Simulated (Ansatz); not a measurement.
The starting structures come from a database of crystals and need not be the phases stable at ambient conditions.

 Where the default PAW files enter, the runs use the earlier of Ansatz's two default sets.

Consider the following.

```yaml
crystal:
  lattice:
    - [3.83132, 0.00000, 0.00000]
    - [0.00000, 6.33262, 0.00000]
    - [1.91566, 0.00000, 3.31802]
  atoms:
    - { symbol: Si, position: [0.33333, 0.93699, 0.33333] }
    - { symbol: Si, position: [0.66667, 0.06301, 0.66667] }
    - { symbol: Si, position: [0.66667, 0.43699, 0.66667] }
    - { symbol: Si, position: [0.33333, 0.56301, 0.33333] }
```

Space group of this cell: P6_3/mmc. The cell is taken as given.

All values below come from r2SCAN (plane waves, PAW; Ansatz, an electronic-structure program).

The current runs along the normal of the first two printed vectors; no spin-orbit coupling. Scaled by the factor s: the length along the current (ions clamped). Meshes 10×6×10 and 8×6 across the current in all rows.

```tsv
s	mean pressure (GPa)	band gap (eV)
0.97	3.4	?
1.00	0.2	0.60
1.03	-2.5	0.44
```

Q: Take the slope of the band gap against ln s from the two given rows, extrapolate to s = 0.97, and say what the run there gives.

A: Slope = (0.44 − 0.60) / ln 1.03 = -5.41 eV. The line gives 0.60 + (-5.41) × ln 0.97 = 0.76 eV. The run gives 0.32 eV, 0.44 eV under the line, 270 % of the predicted step.
